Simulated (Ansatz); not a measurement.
Here is the system:

```
AlN
1.0
    0.00000     2.19580     2.19580
    2.19580     0.00000     2.19580
    2.19580     2.19580     0.00000
Al N
1 1
Direct
  0.00000   0.00000   0.00000
  0.25000   0.25000   0.25000
```

No spin polarisation.

Computed with Kohn–Sham DFT with the r2SCAN functional, run in Ansatz (an electronic-structure program) with PAW and 500 eV plane waves, no spin-orbit coupling. Settings: 13×13×13 k-points, 0.05 eV Fermi–Dirac smearing.

Task: Predict the band gap, gap character and electron mass.

Result: 
- Band gap: 3.93 eV
- Gap character: indirect, Γ → X
- Electron mass: 0.52 mₑ along k, 0.33 mₑ across (at X)

The cells carry an imposed strain or load. Masses are band curvatures over ±0.01 Å⁻¹ around the edge. Along k means along the line from Γ to the band edge. No phonon test of stability was made. The cell was made from AlN in the zinc blende structure (space group F-43m, No. 216) by this change: isotropic strain +0.50 %. This is not the structure that AlN has at room temperature and ambient pressure.
